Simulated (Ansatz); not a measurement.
The reference is Mg$_{2}$Ge in the anti-fluorite structure (space group Fm-3m, No. 225; a = 6.286 Å). Axes: x, y, z lie along the cube axes.

Level of theory: LDA (Ansatz, a first-principles code, PAW, spin-orbit coupling left out).

For the base:

```
Quantity               Value
-------------------  -------
Smallest direct gap  1.16 eV
```

It is then changed as follows: compressive biaxial strain of 0.42 % in the plane normal to [111], as in epitaxy on a mismatched substrate; the out-of-plane cell vector and the atoms relax.

Task: What does the calculation give for the energy relative to the base after the change?

Result: The energy goes up by 0.3 meV/atom.

Task: Estimate the effect on the smallest direct gap.

Result: The smallest direct gap increases by 0.02 eV (1.16 eV → 1.18 eV).

No phonon test of stability was made. A zero or small gap of Mg2Ge can be the functional's error rather than a property of the material.
